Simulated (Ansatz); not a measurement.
# Hypothetical CsCl type AuCl under a change: pressure 100 GPa

Take AuCl in the CsCl type structure (space group Pm-3m, No. 221; a = 3.398 Å; a hypothetical phase, not in the database extracts checked) as the base.

It is then changed as follows: a hydrostatic pressure of 100 GPa.

Level of theory: r2SCAN (Ansatz, a program for electronic structure; PAW; 500 eV plane waves; scalar-relativistic without spin-orbit coupling). Settings: 14×14×14 k-points, 0.05 eV Fermi–Dirac smearing.

The volume per atom decreases by 7.104 Å³ to 12.51 Å³ and the density increases by 5.585 g/cm³ (9.84 g/cm³ → 15.42 g/cm³). The lattice parameter a shrinks by 0.473 Å to 2.925 Å and the shortest interatomic distance decreases by 0.410 Å (2.943 Å → 2.533 Å). The enthalpy H = E + PV relative to the base's energy is +9.21 eV/atom and the band gap stays zero.

Final structure:

```xyz
2
Lattice="2.9250 0.0000 0.0000 0.0000 2.9250 0.0000 0.0000 0.0000 2.9250" Properties=species:S:1:pos:R:3 pbc="T T T"
Au     0.0000     0.0000     0.0000
Cl     1.4625     1.4625     1.4625
```

Load acts through the strain it causes; cell and atoms are relaxed under it. No phonon test of stability was made. Competing high-pressure phases were not computed. No Hubbard U is applied, and correlation can decide whether such a compound is a metal. The final runs are not spin-polarised. The zero or small gap of AuCl can change with the level of theory.
